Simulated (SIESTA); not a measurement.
Input and output of a self-consistent single point for Cu₃Sb (Pm-3m, 4 atoms in the cell) (SIESTA).

Method of the run: GGA PBEsol, numerical atomic orbitals DZP, PseudoDojo PBEsol standard norm-conserving potentials (rewritten from UPF to PSML) (SIESTA 5.4.2).

The change in words: lattice scaled by 0.98. Reference geometry:
```
Cu3Sb
1.0
    3.93904     0.00000     0.00000
    0.00000     3.93904     0.00000
    0.00000     0.00000     3.93904
Cu Sb
3 1
Direct
  0.50000   0.50000   0.00000
  0.00000   0.50000   0.50000
  0.50000   0.00000   0.50000
  0.00000   0.00000   0.00000
```

Reference input (self-consistent single point, DFT, GGA PBEsol, numerical atomic orbitals DZP, PseudoDojo PBEsol standard norm-conserving potentials (rewritten from UPF to PSML)): XC.functional = GGA; XC.authors = PBEsol; potentials = PseudoDojo PBEsol standard; PAO.BasisSize = DZP; PAO.EnergyShift = 0.01 Ry; MeshCutoff = 300 Ry; kgrid.MonkhorstPack = 8 8 8; OccupationFunction = MP; OccupationMPOrder = 0; ElectronicTemperature = 0.05 eV; MaxSCFIterations = 150; SCF.Mixer.Method = Pulay. This run's input differs from it in these lines:

```diff
@@ -12,5 +12,5 @@
 %block LatticeVectors
-     3.939042000    0.000000000    0.000000000
-     0.000000000    3.939042000    0.000000000
-     0.000000000    0.000000000    3.939042000
+     3.860261000    0.000000000    0.000000000
+     0.000000000    3.860261000    0.000000000
+     0.000000000    0.000000000    3.860261000
 %endblock LatticeVectors
@@ -18,5 +18,5 @@
 %block AtomicCoordinatesAndAtomicSpecies
-     1.969521000    1.969521000    0.000000000  1
-     0.000000000    1.969521000    1.969521000  1
-     1.969521000    0.000000000    1.969521000  1
+     1.930130500    1.930130500    0.000000000  1
+     0.000000000    1.930130500    1.930130500  1
+     1.930130500    0.000000000    1.930130500  1
      0.000000000    0.000000000    0.000000000  2
```

Log, with long lists cut:

```
        iscf     Eharris(eV)        E_KS(eV)     FreeEng(eV)     dDmax    Ef(eV) dHmax(eV)
   scf:    1   -17606.331243   -17828.351680   -17828.370804  2.598017  2.838121 41.154831
   scf:    2   -17932.481248   -17929.287582   -17929.288109  3.190372 -1.420815  6.444893
   scf:    3   -17931.919446   -17930.905566   -17930.906093  0.150841 -1.384834  3.123608
   scf:    4   -17930.836870   -17931.035048   -17931.035583  0.152430 -1.463868  1.289501
   scf:    5   -17930.734862   -17931.020099   -17931.020625  0.059682 -1.665831  1.347697
   scf:    6   -17931.170597   -17931.116616   -17931.117143  0.031334 -1.599127  0.312807
   scf:    7   -17931.122938   -17931.120051   -17931.120578  0.003877 -1.595552  0.202470
   scf:    8   -17931.122877   -17931.122391   -17931.122918  0.006373 -1.583679  0.009451
   scf:    9   -17931.122399   -17931.122397   -17931.122924  0.000311 -1.584012  0.000575
   scf:   10   -17931.122397   -17931.122397   -17931.122924  0.000014 -1.584032  0.000438
SCF Convergence by DM+H criterion
max |DM_out - DM_in|         :     0.0000135697
max |H_out - H_in|      (eV) :     0.0004379759
SCF cycle converged after 10 iterations

Using DM_out to compute the final energy and forces

siesta: E_KS(eV) =           -17931.1224

siesta: E_KS - E_eggbox =    -17931.1224

siesta: Atomic forces (eV/Ang):
     1   -0.000000   -0.000000   -0.000000
     2    0.000000   -0.000000   -0.000000
     3   -0.000000    0.000000    0.000000
     4    0.000000    0.000000    0.000000
   Tot    0.000000    0.000000    0.000000
   Max    0.000000
   Res    0.000000    sqrt( Sum f_i^2 / 3N )
   Max    0.000000    constrained

Stress tensor Voigt[x,y,z,yz,xz,xy] (kbar):       28.10       28.10       28.10       -0.00        0.00        0.00
(Free)E + p*V (eV/cell)   -17932.1319
   [... lines left out ...]
siesta: FreeEng =    -17931.122924
   [... lines left out ...]
siesta:     0.017540    0.000000   -0.000000
siesta:     0.000000    0.017540   -0.000000
siesta:     0.000000   -0.000000    0.017540

siesta: Cell volume =         57.524123 Ang**3

siesta: Pressure (static):
siesta:                Solid            Molecule  Units
siesta:          -0.00019104         -0.00019104  Ry/Bohr**3
siesta:          -0.01754047         -0.01754047  eV/Ang**3
siesta:         -28.10292834        -28.10292834  kBar
```

The run converged in 10 iterations. Against the reference run the free energy falls by 32.7 meV/atom and the pressure goes from -8.96 to -2.81 GPa.

The starting cell comes from a database of computed structures (which also holds hypothetical and non-ambient phases and stackings), without a prior relaxation at this level. Its lattice was rescaled by a random factor within 2.5 % of one. For this run, on top of that: lattice scaled by 0.98. Spin polarisation is off. Values carry the incompleteness of an atom-centred basis. The run gives no clean gap (levels at the Fermi energy touch, overlap or are partly filled at this smearing), which alone does not show that the compound is a metal.

Cost on one core of a shared machine: roughly 50 s.
